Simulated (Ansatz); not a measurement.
**Carrier doping in hypothetical P4_2/mnm InP**

Consider InP (space group P4_2/mnm, No. 136; a = 7.277 Å, c = 4.216 Å; a hypothetical phase, not in the database extracts checked).

Carriers are added at fixed cell with a uniform background; the Fermi–Dirac width is that of 300 K.

Calculations: Ansatz (a first-principles code), PBE, PAW, cutoff 420 eV, without spin-orbit coupling.

Notes on the quantities. Fermi level from band edge: Fermi level relative to the doped band's edge (positive inside the band; to 0.05 eV).

```tsv
hole density (10^21 cm⁻³)	Fermi level from band edge (eV)
2	0.30
5	0.55
7	?
10	0.75
```

Q: Fit E_F = C n^s, fitted as a line in log–log form (a parabolic band gives s = 2/3) to the rows shown and predict the withheld row.

A: Least squares on the printed values gives C = 0.21 eV, s = 0.57 (largest residual 0.03 eV); this predicts 0.63 eV, and the run gives 0.60 eV, in agreement.

Charged cell with a jellium background: band edges are those of the host's band count, energies are not comparable with the neutral cell, and many-body gap narrowing is missing. Whether these cells are dynamically stable was not tested.
